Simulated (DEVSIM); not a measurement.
Device: CdTe p-i-n diode, at 300 K.

Layer 1 from the left is CdTe, thickness (μm) 1.10, Na (cm⁻³) 4.4e17, τn (s) 4.1e-10, τp (s) 4.1e-10. Layer 2 from the left is CdTe, thickness (μm) 13.0, Nd (cm⁻³) 1.4e12, τn (s) 4.1e-10, τp (s) 4.1e-10. Layer 3 from the left is CdTe, thickness (μm) 0.290, Nd (cm⁻³) 2.9e17, τn (s) 4.1e-10, τp (s) 4.1e-10.

Left contact: ohmic. Right contact: ohmic. Voltage is applied to the left contact. Recombination: SRH at mid-gap, radiative, Auger. Mobility is μmin + (μ − μmin)/(1 + (N/Nref)^α).

The device is made up for the run: typed textbook-type constants, with dimensions and the other settings drawn at random. Values at 300 K.

CdTe: gap (eV) 1.5, affinity (eV) 4.28, permittivity 10.2, Nc (cm⁻³) 8e17, Nv (cm⁻³) 1.8e19, μn (cm²/Vs) 1000, μp (cm²/Vs) 80, μn,min 100, μp,min 10, Nref,n 1e17, Nref,p 1e17, αn 0.6, αp 0.6, B (cm³/s) 1e-10, Cn (cm⁶/s) 1e-30, Cp (cm⁶/s) 1e-30.

Model (solved in DEVSIM): 1D drift-diffusion, Boltzmann statistics, complete ionisation; no tunnelling, impact ionisation, image-force lowering or self-heating.

**Question.** What does the simulation give for the potential step across the device at zero bias, the dark forward voltage at 1 A/cm²?

**Answer.** potential step across the device at zero bias 1.378 V; dark forward voltage at 1 A/cm² 1.767 V.
